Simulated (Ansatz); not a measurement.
Input:

```
SrTiO3
1.0
    3.90753     0.00000     0.00000
    0.00000     3.90753     0.00000
    0.00000     0.00000     3.94973
Sr Ti O
1 1 3
Direct
  0.00000   0.00000   0.00000
  0.50000   0.50000   0.50000
  0.00000   0.50000   0.50000
  0.50000   0.50000   0.00000
  0.50000   0.00000   0.50000
```

No spin polarisation.

Method: Ansatz (a quantum-chemistry and plane-wave program) r2SCAN, scalar-relativistic without spin-orbit coupling, earlier PAW set. k-mesh 9×9×9 (Γ-centred); smearing 0.05 eV (Fermi–Dirac).

### Question
What smallest direct gap does the calculation give?

### Answer
2.60 eV.

### Question
What pressure (mean of the normal stresses, compression positive) does the calculation give?

### Answer
-1.96 GPa.

### Question
What is the computed band gap?

### Answer
2.22 eV.

The cells carry an imposed strain or load. Whether these cells are dynamically stable was not tested. The final runs are not spin-polarised. The cell was made from SrTiO₃ in the cubic perovskite structure (space group Pm-3m, No. 221) by this change: uniaxial strain ε_zz = +1.08 %. Many cubic perovskites are stable only at high temperature; tilts and polar distortions were not tested.
